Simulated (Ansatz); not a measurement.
The reference is BN in the wurtzite structure (space group P6_3mc, No. 186; a = 2.523 Å, c = 4.175 Å). Axes: x lies along a and z along c of the hexagonal cell.

The values are results of LDA (Ansatz, a program for electronic structure, PAW, scalar-relativistic without spin-orbit coupling), not measurements.

It is then changed as follows: tensile biaxial strain of 3.00 % in the plane normal to [001], as in epitaxy on a mismatched substrate; the out-of-plane cell vector and the atoms relax.

### Question
What does the calculation give for the in-plane stress and out-of-plane strain after the change?

### Answer
The mean in-plane stress (compression positive) comes out as -29.4 GPa; the out-of-plane strain comes out as -0.34 %.

Whether these cells are dynamically stable was not tested.
